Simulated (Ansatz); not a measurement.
CaF2 under a change: uniaxial stress, 1 GPa tension along x

Take CaF$_{2}$ in the fluorite structure (space group Fm-3m, No. 225; a = 5.420 Å) as the base. Axes: x, y, z lie along the cube axes.

The change: uniaxial stress, 1 GPa tension along x; all other stress components relax to zero.

Level of theory: Ansatz (an electronic-structure program) PBEsol, no spin-orbit coupling, earlier PAW set. k-mesh 11×11×11 (Γ-centred); smearing 0.05 eV (Fermi–Dirac).

```tsv
quantity	base	changed	shift
volume per atom	13.27 Å³	13.32 Å³	+0.05 Å³
space group	Fm-3m (No. 225)	I4/mmm (No. 139)	–
shortest interatomic distance	4.435 bohr	4.441 bohr	+0.006 bohr
energy relative to the base (free energy F)	0 meV/atom	+0.3 meV/atom	+0.3 meV/atom
band gap (an upper bound: an edge found on the path is not a true extremum; both cells)	7.25 eV	7.21 eV	-0.04 eV
strain response (xx, yy, zz)	–	(+0.69, −0.15, −0.15) %	–
```

Final structure:

```yaml
crystal:
  lattice:
    - [0.00000, 2.70606, 2.70606]
    - [2.72876, 0.00000, 2.70606]
    - [2.72876, 2.70606, 0.00000]
  atoms:
    - { symbol: Ca, position: [0.00000, 0.00000, 0.00000] }
    - { symbol: F, position: [0.25000, 0.25000, 0.25000] }
    - { symbol: F, position: [0.75000, 0.75000, 0.75000] }
```

Beyond what the load breaks, stability against distortions was not tested.
